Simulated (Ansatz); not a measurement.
Calculation: PBE (plane waves to 420 eV, PAW; Ansatz, a program for electronic structure).

Electrostatic potential energy of an electron, averaged over planes parallel to the surface, in eV from the Fermi level, for the (111) surface of fcc Al in its 1x1 cell, outermost plane spacing 2.33 Å in the ideal cut:

| z (Å) | V (eV) |
|---|---|
| 3.76 | 4.08 |
| 4.04 | 4.08 |
| 4.33 | 4.08 |
| 4.62 | 4.07 |
| 4.91 | 4.06 |
| 5.20 | 4.03 |
| 5.49 | 3.98 |
| 5.78 | 3.88 |
| 6.07 | 3.67 |
| 6.36 | 3.23 |
| 6.64 | 2.36 |
| 6.93 | 0.65 |
| 7.22 | -2.64 |
| 7.51 | -6.02 |
| 7.80 | -7.14 |
| 8.09 | -7.28 |
| 8.38 | -6.84 |
| 8.67 | -4.65 |
| 8.96 | -1.32 |
| 9.24 | -0.37 |
| 9.53 | -2.30 |
| 9.82 | -5.69 |
| 10.11 | -7.18 |
| 10.40 | -7.43 |
| 10.69 | -7.08 |
| 10.98 | -5.25 |
| 11.27 | -1.84 |
| 11.56 | -0.46 |
| 11.84 | -2.06 |
| 12.13 | -5.46 |
| 12.42 | -7.13 |
| 12.71 | -7.42 |
| 13.00 | -7.14 |
| 13.29 | -5.53 |
| 13.58 | -2.14 |
| 13.87 | -0.42 |
| 14.16 | -1.60 |
| 14.44 | -4.98 |
| 14.73 | -7.00 |
| 15.02 | -7.41 |
| 15.31 | -7.23 |
| 15.60 | -5.95 |
| 15.89 | -2.67 |
| 16.18 | -0.49 |
| 16.47 | -1.21 |
| 16.76 | -4.46 |
| 17.04 | -6.83 |
| 17.33 | -7.39 |
| 17.62 | -7.31 |
| 17.91 | -6.30 |
| 18.20 | -3.22 |
| 18.49 | -0.64 |
| 18.78 | -0.90 |
| 19.07 | -3.89 |
| 19.36 | -6.61 |
| 19.64 | -7.36 |
| 19.93 | -7.36 |
| 20.22 | -6.58 |
| 20.51 | -3.79 |
| 20.80 | -0.88 |
| 21.09 | -0.77 |
| 21.38 | -3.53 |
| 21.67 | -6.46 |
| 21.96 | -7.35 |
| 22.24 | -7.38 |
| 22.53 | -6.70 |
| 22.82 | -4.09 |
| 23.11 | -0.96 |
| 23.40 | -0.48 |
| 23.69 | -2.86 |
| 23.98 | -6.06 |
| 24.27 | -7.17 |
| 24.56 | -7.27 |
| 24.84 | -6.81 |
| 25.13 | -4.57 |
| 25.42 | -0.76 |
| 25.71 | 1.64 |
| 26.00 | 2.87 |
| 26.29 | 3.49 |
| 26.58 | 3.79 |
| 26.87 | 3.94 |
| 27.16 | 4.01 |
| 27.44 | 4.05 |
| 27.73 | 4.07 |
| 28.02 | 4.07 |
| 28.31 | 4.08 |
| 28.60 | 4.08 |
| 28.89 | 4.08 |

Model: 8-atom slab, 16.3 Å thick at the start, 15x15x1 mesh, Fermi-Dirac 0.1 eV, dipole correction, all atoms relaxed; start symmetry kept, larger cells not searched; no spin, no spin-orbit, no U.

The vacuum level lies 4.08 eV above the Fermi level over the top face and 4.08 eV above it under the bottom face.
